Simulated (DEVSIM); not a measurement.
System: Schottky contact on n-type Si, at 300 K.

Layer 1 from the left is Si, thickness (μm) 0.560, Nd (cm⁻³) 1.9e16, τn (s) 1.1e-7, τp (s) 1.1e-7.

Left contact: Schottky, work function 4.61 eV, emission velocity 7.6e6 cm/s. Right contact: ohmic. Voltage is applied to the left contact. Recombination: SRH at mid-gap, Auger. Gap narrowing is on: ΔEg = 6.92 meV × (l + √(l² + 0.5)), l = ln(N/1.3e17 cm⁻³), shared equally by both band edges. Mobility is constant in doping.

The device is made up for the run: typed textbook-type constants, with dimensions and the other settings drawn at random. Values at 300 K.

Si: gap (eV) 1.124, affinity (eV) 4.05, permittivity 11.7, Nc (cm⁻³) 2.86e19, Nv (cm⁻³) 3.1e19, μn (cm²/Vs) 1417, μp (cm²/Vs) 470, Cn (cm⁶/s) 2.8e-31, Cp (cm⁶/s) 9.9e-32.

Model (solved in DEVSIM): 1D drift-diffusion, Boltzmann statistics, complete ionisation; no tunnelling, impact ionisation, image-force lowering or self-heating. Metal contacts follow the ideal Schottky-Mott rule: no Fermi-level pinning, no interface dipoles.

Q: What does the simulation give for the dark forward voltage at 100 A/cm², the dark forward voltage at 1 A/cm², the largest field in the device at zero bias, the potential step across the device at zero bias?

A: dark forward voltage at 100 A/cm² 0.237 V; dark forward voltage at 1 A/cm² 0.115 V; largest field in the device at zero bias 45000 V/cm; potential step across the device at zero bias 0.370 V.
